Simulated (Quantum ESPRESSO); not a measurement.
A self-consistent single point of SrMg2Bi2 (P1, 5 atoms in the cell) with Quantum ESPRESSO.

Level of theory: PBEsol, SSSP 1.1.2 efficiency (PBE) pseudopotentials (plane waves; Quantum ESPRESSO).

```xyz
5
Lattice="4.8297 0.0000 0.0000 -2.4149 4.1827 0.0000 0.0000 0.0000 7.9829" Properties=species:S:1:pos:R:3 pbc="T T T"
Sr    -0.0106     0.0177    -0.0084
Mg     2.4151     1.3818     2.9785
Mg    -0.0083     2.7955     4.9919
Bi     2.4122     1.3741     5.9682
Bi     0.0213     2.7961     2.0356
```

Reference input (self-consistent single point, DFT, PBEsol, plane waves, SSSP 1.1.2 efficiency (PBE) pseudopotentials): ecutwfc = 40 Ry; ecutrho = 320 Ry; occupations = smearing; smearing = gauss; degauss = 0.000734986 Ry; input_dft = pbesol; potentials = {Sr: Sr_pbe_v1.uspp.F.UPF, Mg: Mg.pbe-n-kjpaw_psl.0.3.0.UPF, Bi: Bi_pbe_v1.uspp.F.UPF}; K_POINTS = automatic 4 4 2 0 0 0; conv_thr = 1e-10 Ry; mixing_beta = 0.7. This run's input differs from it in these lines:

```diff
@@ -12,4 +12,4 @@
   ntyp = 3,
-  ecutwfc = 40,
-  ecutrho = 320,
+  ecutwfc = 36,
+  ecutrho = 288,
   occupations = 'smearing',
```

Output, abridged:

```
     Self-consistent Calculation

     iteration #  1     ecut=    36.00 Ry     beta= 0.70

     negative rho (up, down):  1.468E-01 0.000E+00

     total energy              =    -504.91518409 Ry
     estimated scf accuracy    <       0.98725326 Ry

     iteration #  2     ecut=    36.00 Ry     beta= 0.70

     negative rho (up, down):  1.524E-01 0.000E+00

     total energy              =    -505.08869763 Ry
     estimated scf accuracy    <       0.63310611 Ry

     iteration #  3     ecut=    36.00 Ry     beta= 0.70

     negative rho (up, down):  1.549E-01 0.000E+00

     total energy              =    -505.24194091 Ry
     estimated scf accuracy    <       0.20251800 Ry

   [... 9 blocks of this kind left out ...]

     iteration # 13     ecut=    36.00 Ry     beta= 0.70

     negative rho (up, down):  1.566E-01 0.000E+00

     total energy              =    -505.27919367 Ry
     estimated scf accuracy    <          1.3E-10 Ry

     iteration # 14     ecut=    36.00 Ry     beta= 0.70

     negative rho (up, down):  1.566E-01 0.000E+00
     End of self-consistent calculation

     the Fermi energy is     6.8307 ev

!    total energy              =    -505.27919367 Ry
     estimated scf accuracy    <          1.0E-11 Ry
     smearing contrib. (-TS)   =      -0.00000000 Ry
     internal energy E=F+TS    =    -505.27919367 Ry

     convergence has been achieved in  14 iterations

     negative rho (up, down):  1.566E-01 0.000E+00

     Forces acting on atoms (cartesian axes, Ry/au):

     atom    1 type  1   force =     0.00139758   -0.00178836    0.00104863
     atom    2 type  2   force =     0.00198548    0.00250198    0.00199321
     atom    3 type  2   force =     0.00077108   -0.00310684    0.00133396
     atom    4 type  3   force =    -0.00071488    0.00438786    0.00068543
     atom    5 type  3   force =    -0.00343925   -0.00199465   -0.00506121

     Total force =     0.009701     Total SCF correction =     0.000018

     negative rho (up, down):  1.566E-01 0.000E+00
          total   stress  (Ry/bohr**3)                   (kbar)     P=      -10.98
  -0.00007297  -0.00000148   0.00000082          -10.73       -0.22        0.12
  -0.00000148  -0.00006091   0.00000345           -0.22       -8.96        0.51
   0.00000082   0.00000345  -0.00009004            0.12        0.51      -13.24

   JOB DONE.
```

The run converged in 14 iterations. Against the reference run the free energy goes up by 8.6 meV/atom, the pressure moves little (-1.13 to -1.10 GPa), the largest force stays at 0.165 eV/Å and the gap on the mesh stays at 0.398 eV. The full log also holds: “c_bands:  3 eigenvalues not converged”.

The starting cell comes from a database of computed structures (which also holds hypothetical and non-ambient phases and stackings), without a prior relaxation at this level. Its atoms were displaced at random from the sites of space group no. 164. Spin-orbit coupling is off.

Cost on one core of a shared machine: roughly 2 min.
